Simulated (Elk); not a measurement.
Input and output of a self-consistent single point for FeNi3 (Pm-3m, 4 atoms in the cell) (Elk).

Method: PBEsol, all-electron FP-LAPW, Elk's shipped species files, default APW+lo basis (Elk).

```
FeNi3
1.0
    3.58975     0.00000     0.00000
    0.00000     3.58975     0.00000
    0.00000     0.00000     3.58975
Fe Ni
1 3
Direct
  0.00000   0.00000   0.00000
  0.00000   0.50000   0.50000
  0.50000   0.00000   0.50000
  0.50000   0.50000   0.00000
```
Moments meant for the start (each program seeds them in its own way; μB, in the order of the atoms Fe Ni Ni Ni): 4.0 2.0 2.0 2.0.

Reference input (self-consistent single point, DFT, PBE, all-electron FP-LAPW, Elk's shipped species files, default APW+lo basis): xctype = 20; spinpol = true; swidth = 0.00367493 Ha; ngridk = 9 9 9; reducebf = 0.7; rmtscf = 0.94; nempty = 10 per atom; maxscl = 100; bfcmt = [[0.0, 0.0, -1.0], [0.0, 0.0, -0.5], [0.0, 0.0, -0.5], [0.0, 0.0, -0.5]]. This run's input differs from it in these lines:

```diff
@@ -4,3 +4,3 @@
 xctype
-  20
+  22
```

Output, abridged:

```
│ Self-consistent loop started │
│ Loop number : 1 │
 total energy                :     -5831.43181254
 total moment                :    6.197411912
│ Loop number : 2 │
 total energy                :     -5831.77531358
 total moment                :    6.191952278
RMS change in Kohn-Sham potential (target) :    2.504362590     (  0.1000000000E-05)
Absolute change in total energy (target)   :   0.3435010423     (  0.1000000000E-03)
│ Loop number : 3 │
 total energy                :     -5837.35783753
 total moment                :    4.930521457
RMS change in Kohn-Sham potential (target) :    2.140644884     (  0.1000000000E-05)
   [... lines left out ...]
│ Loop number : 24 │
 total energy                :     -5830.42582674
 total moment                :    4.838018029
RMS change in Kohn-Sham potential (target) :   0.1647190971E-05 (  0.1000000000E-05)
Absolute change in total energy (target)   :   0.1757032078E-04 (  0.1000000000E-03)
│ Loop number : 25 │
 total energy                :     -5830.42582151
 total moment                :    4.837966976
RMS change in Kohn-Sham potential (target) :   0.5965723197E-06 (  0.1000000000E-05)
Absolute change in total energy (target)   :   0.9621655408E-05 (  0.1000000000E-03)
Convergence targets achieved

│ Loop number : 26 │

Energies :
 Fermi                       :     0.282738149205
 xc effective B-field        :    -0.205833211648
 external B-field            :      0.00000000000
 total energy                :     -5830.42581548
 (external B-field energy excluded from total)

Density of states at Fermi energy :    92.49253130
 (states/Hartree/unit cell)

Estimated indirect band gap :   0.3240012131E-03
 from k-point     34 to k-point     19
Estimated direct band gap   :   0.2034710786E-02
 at k-point     33

Charges :
 core                        :    46.00000000
 valence                     :    64.00000000
 interstitial                :    4.432113446
 muffin-tins (core leakage)
  species :    1 (Fe)
   atom    1                 :    24.62271104     (  0.1561417662E-11)
  species :    2 (Ni)
   [... lines left out ...]

Moments :
 interstitial                :  -0.1110744251
 muffin-tins
  species :    1 (Fe)
   atom    1                 :    2.948094619
  species :    2 (Ni)
   atom    1                 :   0.6669746628
   atom    2                 :   0.6669746628
   atom    3                 :   0.6669746628
 total in muffin-tins        :    4.949018608
 total moment                :    4.837944183

│ Self-consistent loop stopped │
```

The run converged in 26 iterations. The count includes the last loop, which Elk runs after its targets are met. Against the reference run the size of the net moment moves little (1.22 to 1.21 μB/atom).

The starting cell comes from a database of computed structures (which also holds hypothetical and non-ambient phases and stackings), without a prior relaxation at this level. Its lattice was rescaled by a random factor within 2.5 % of one. The magnetic order is the one reached from the typed start; others were not searched systematically. Values depend on the basis (sphere radii, cutoffs, local orbitals), which need not be converged. The log's line on a gap gives a spacing of levels on this mesh, which the program prints for metals too.

Cost on one core of a shared machine: roughly 2 min.
